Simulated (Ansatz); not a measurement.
Consider AlN in the wurtzite structure (space group P6_3mc, No. 186; a = 3.107 Å, c = 4.978 Å).

Method: Ansatz (a first-principles code) r2SCAN, spin-orbit coupling left out, earlier PAW set.

One change was made to it. Results:

```
quantity             base           after
---------------  --------  --------------
volume per atom  10.40 Å³        10.30 Å³
electron mass           –  0.31 mₑ (at Γ)
band gap          4.87 eV         4.96 eV
```

Q: Which of these changes matches the shifts?
(A) pressure 30 GPa
(B) pressure 2.1 GPa
(C) pressure 22.5 GPa

A: B, pressure 2.1 GPa. For comparison, the band gap in the other runs: pressure 22.5 GPa gives 5.67 eV; pressure 30 GPa gives 5.74 eV.

Load acts through the strain it causes; cell and atoms are relaxed under it. Effective masses come from finite differences of ±0.01 Å⁻¹. Stability against distortions was not tested. Measured, AlN leaves this structure (for rock salt) near 14 GPa (temperature not stated; as listed in Datta, Sujoy, Jana, Debnarayan, arXiv (2020)), on rising pressure, with hysteresis.
